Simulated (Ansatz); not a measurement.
V₂O₅ (C2/c), PBEsol, rigid bands run with Ansatz (an electronic-structure program): N_v = 1.67e20 cm⁻³ at 300 K and a hole conductivity mass of 2.56 mₑ along x (a = (5.93, -2.32, 0.00) Å; b = (5.93, 2.32, 0.00) Å; c = (-1.25, 0.00, 5.15) Å).

Problem. For 1e17 holes per cm³ at 300 K, place the Fermi level, estimate the Seebeck coefficient of a parabolic band with constant τ, and give mobility and conductivity for τ = 50 fs.

Solution. The level lies k_BT ln(N_v/p) = 0.192 eV above the valence-band maximum. S ≈ +(k_B/e)[ln(N_v/p) + 5/2] = 855 μV/K, against 842 μV/K from the full bands (mean over directions). μ = eτ/m = 34.4 cm²/(V·s) and σ = peμ = 0.550 S/cm. τ is assumed, not computed.

Band transport and this doping are assumed; polarons and phonon drag are left out. Spin-orbit coupling is left out; where it splits the top of the valence band, N_v and the p-type Seebeck coefficient come out somewhat high without it.

Computed structure with no diffraction record at hand here (it may be known, metastable or hypothetical): V2O5 (C2/c). Treated as nonmagnetic, magnetic states not searched for: V2O5 (C2/c).
